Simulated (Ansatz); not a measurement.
The reference is SrO in the rock salt structure (space group Fm-3m, No. 225).

```xyz
2
Lattice="0.0000 2.5611 2.5611 2.5611 0.0000 2.5611 2.5611 2.5611 0.0000" Properties=species:S:1:pos:R:3 pbc="T T T"
O      0.0000     0.0000     0.0000
Sr     2.5611     2.5611     2.5611
```

The values are results of Ansatz (an electronic-structure program), PBEsol, PAW, cutoff 420 eV, no spin-orbit coupling, not measurements.

Strains are applied to the cell and any free atomic positions relax.

One change was made to it. Results:

```tsv
quantity	base	after
width of the top valence band	1.15 eV	1.06 eV
electron mass	1.2 mₑ along k, 0.39 mₑ across (at X)	1.2 mₑ along k, 0.40 mₑ across (at X)
```

What was done to the base?
A. isotropic strain +1.63 %
B. isotropic strain −4.77 %
C. isotropic strain +4.38 %

A, isotropic strain +1.63 %. For comparison, the electron mass in the other runs: isotropic strain +4.38 % gives 0.32 mₑ (at Γ); isotropic strain −4.77 % gives 1.2 mₑ along k, 0.35 mₑ across (at X).

The levels and masses belong to the bands next to the band gap. Effective masses come from finite differences of ±0.01 Å⁻¹. Along k means along the line from Γ to the band edge. Stability against distortions was not tested.
